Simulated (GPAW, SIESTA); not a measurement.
A GPAW input for a self-consistent single point of CrPd3 (Pm-3m, 4 atoms in the cell) (DFT PBEsol, plane waves, GPAW PAW datasets PBEsol (made by gpaw-setup)):

```python
from ase import Atoms
from ase.units import GPa
from gpaw import GPAW, PW

atoms = Atoms(['Cr', 'Pd', 'Pd', 'Pd'],
              cell=[[3.890880, 0.000000, 0.000000],
                    [0.000000, 3.890880, 0.000000],
                    [0.000000, 0.000000, 3.890880]],
              scaled_positions=[[0.000000, 0.000000, 0.000000],
                                [0.000000, 0.500000, 0.500000],
                                [0.500000, 0.000000, 0.500000],
                                [0.500000, 0.500000, 0.000000]],
              pbc=True)

atoms.set_initial_magnetic_moments([3.0, 0.0, 0.0, 0.0])

calc = GPAW(spinpol=True,
            mode=PW(850),
            xc='PBEsol',
            kpts=(9, 9, 9),
            occupations={'name': 'methfessel-paxton', 'width': 0.272, 'order': 0},
            nbands=-8,
            convergence={'density': 1e-05, 'energy': 1e-05},
            symmetry={'symmorphic': False, 'tolerance': 0.0005},
            maxiter=120,
            txt='-')

atoms.calc = calc

energy = atoms.get_potential_energy()
print('Energy (eV):', round(energy, 6))
forces = atoms.get_forces()
print('Forces (eV/Ang):')
print(forces.round(5))
stress = atoms.get_stress()
print('Stress (GPa, Voigt):', (stress / GPa).round(4))
```

Question: Translate this input to SIESTA.

Answer: One input that does it (others would too):

```
# files in the folder: Cr.psml Pd.psml (PseudoDojo PBEsol standard)
SystemName  CrPd3
SystemLabel crpd3

NumberOfAtoms                4
NumberOfSpecies              2
%block ChemicalSpeciesLabel
  1 24 Cr
  2 46 Pd
%endblock ChemicalSpeciesLabel
LatticeConstant              3.890880 Ang
%block LatticeVectors
     1.000000000    0.000000000    0.000000000
     0.000000000    1.000000000    0.000000000
     0.000000000    0.000000000    1.000000000
%endblock LatticeVectors
AtomicCoordinatesFormat      Ang
%block AtomicCoordinatesAndAtomicSpecies
     0.000000000    0.000000000    0.000000000  1
     0.000000000    1.945440000    1.945440000  2
     1.945440000    0.000000000    1.945440000  2
     1.945440000    1.945440000    0.000000000  2
%endblock AtomicCoordinatesAndAtomicSpecies

XC.functional                GGA
XC.authors                   PBEsol
PAO.BasisSize                DZP
PAO.EnergyShift              0.01 Ry
MeshCutoff                   350 Ry
%block kgrid.MonkhorstPack
    9   0   0  0.0
    0   9   0  0.0
    0   0   9  0.0
%endblock kgrid.MonkhorstPack
OccupationFunction           MP
OccupationMPOrder            0
ElectronicTemperature        272.0 meV
Spin                         polarized
%block DM.InitSpin
  1 +3.00
  2 +0.00
  3 +0.00
  4 +0.00
%endblock DM.InitSpin

MaxSCFIterations             150
SCF.Mixer.Method             Pulay
SCF.Mixer.Weight             0.1
SCF.Mixer.History            6
SCF.DM.Tolerance             1.0E-05
Diag.ParallelOverK           true
WriteForces                  true
Charge.Mulliken              end
```

Basis, cutoffs, solver keys and any potentials are the target program's own. This input uses DFT, GGA PBEsol, numerical atomic orbitals DZP, PseudoDojo PBEsol standard norm-conserving potentials (rewritten from UPF to PSML). Both were run: pressure -6.36 GPa in GPAW and -7.07 in SIESTA; size of the net moment 0.71 μB/atom in GPAW and 0.75 in SIESTA.

On GPAW: the starting cell comes from a database of computed structures (which also holds hypothetical and non-ambient phases and stackings), without a prior relaxation at this level. With one magnetic atom in the cell only a parallel order is possible. With a pressure of about -6 GPa the cell is away from its equilibrium volume at this level.

On SIESTA: the starting cell comes from a database of computed structures (which also holds hypothetical and non-ambient phases and stackings), without a prior relaxation at this level. With one magnetic atom in the cell only a parallel order is possible. Values carry the incompleteness of an atom-centred basis. With a pressure of about -7 GPa the cell is away from its equilibrium volume at this level.
